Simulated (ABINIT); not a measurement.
Input and output of a self-consistent single point for Rb (Im-3m, 1 atom in the cell) (ABINIT).

Computed with PBE, spin-orbit coupling, PAW (JTH v2.0 PBE PAW) (plane waves; ABINIT).

```
Rb
1.0
   -2.78262     2.78262     2.78262
    2.78262    -2.78262     2.78262
    2.78262     2.78262    -2.78262
Rb
1
Direct
  0.00000   0.00000   0.00000
```

Reference input (self-consistent single point, DFT, PBE, plane waves, PAW (JTH v2.0 PBE PAW)): pseudos = [Rb.GGA_PBE-JTH.xml]; ecut = 20 Ha; pawecutdg = 40 Ha; occopt = 7; tsmear = 0.272 eV; ngkpt = 11 11 11; nshiftk = 1; shiftk = 0 0 0; potentials = JTH v2.0 PBE PAW; nband = 10; kptopt = 1; nstep = 50. This run's input differs from it in these lines:

```diff
@@ -15,6 +15,8 @@
 pawecutdg 40
+nspinor 2
+nspden 1
 occopt 7
 tsmear 0.272 eV
-nband 10
-kptopt 1
+nband 19
+kptopt 4
 ngkpt 11 11 11
```

The program printed (abridged):

```
 Radial grid used for Vloc is grid 1
 Radial grid used for pseudo valence density is grid 1
 Mesh size for Vloc has been set to 1788 to avoid numerical noise.
 Compensation charge density is not taken into account in XC energy/potential
 beta integral value:      -0.624879E+02
 pspatm: atomic psp has been read  and splines computed

   4.46967125E+02                                ecore*ucvol(ha*bohr**3)
 ==== Info on pseudopotentials ====
  PAW calculation
  Number of pseudopotentials ..    1
  Number of types of atoms   ..    1
  Calculation with spin-orbit coupling
  Nonlocal part applied using real spherical harmonics
  Max number of non-local projectors over l and type   2
  Highest angular momentum +1 .......   3
  Max number of (l,n)   components ..   5
  Max number of (l,m,n) components ..  13

 Pseudo-Core Charge Info:
   Number of radial points for pseudo-core charge ..    1
   XC core-correction treatment (optnlxccc) ........    1
   Radius for pseudo-core charge for each type .....

  - Atom type    1 has pseudo-core radius .. 80.0000

 Info on the Q-grid used for form factors in spline form:
   Number of q-points for radial functions ffspl ..   3001
   Number of q-points for vlspl ...................   3001
   vloc is computed in Reciprocal Space

  XC functional for type 1 is -101130

 symatm: atom number 1 is reached starting at atom
   1  1  1  1  1  1  1  1  1  1  1  1  1  1  1  1  1  1  1  1  1  1  1  1

--- !BUG
src_file: m_inwffil.F90
src_line: 2703
mpi_rank: 0
message: |
    When nspinor2 is 2, nbd2 must be even, while it is nbd2=19
...

  Action: contact ABINIT group (please attach the output of `abinit -b`)

 abinit_abort: decision taken to exit. Check above messages for more info
Abort(13) on node 0 (rank 0 in comm 0): application called MPI_Abort(MPI_COMM_WORLD, 13) - process 0

--- !BUG
src_file: m_inwffil.F90
src_line: 2703
mpi_rank: 0
message: |
    When nspinor2 is 2, nbd2 must be even, while it is nbd2=19
...

  Action: contact ABINIT group (please attach the output of `abinit -b`)
```

The program stopped before any SCF iteration. 

The starting cell has typed, rounded lattice constants, without a prior relaxation at this level. Its lattice was rescaled by a random factor within 2.5 % of one.

These are the values that this program gave, and no reference: the one-centre exchange-correlation terms come from a truncated expansion.
